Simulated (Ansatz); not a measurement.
System: LiC (Immm, No. 71; cell taken from a computed entry). Method: LDA (Ansatz, a quantum-chemistry and plane-wave program, plane waves, PAW).

Run with plane-wave cutoff 500 eV, 14×14×14 k mesh, gaussian smearing 0.02 eV, scalar-relativistic PAW data made under PBE.

Cell (relaxed at this level):

```xyz
4
Lattice="-1.7514 2.3708 2.5964 1.7514 -2.3708 2.5964 1.7514 2.3708 -2.5964" Properties=species:S:1:pos:R:3 pbc="T T T"
Li     0.0000     2.3708     1.2398
Li     1.7514     0.0000     1.3565
C      0.0000     4.1173     0.0000
C      0.0000     0.6243     0.0000
```

**Question.** Estimate the band gap that the calculation returns.

**Answer.** 
- band gap = 3.07 eV (on the SCF k mesh)

Note: the relaxation could not lower the start's symmetry, so the cell can be a saddle point above a distorted one.

Static lattice: no zero-point or thermal effects.

It cost very roughly 120 core-seconds of CPU time.
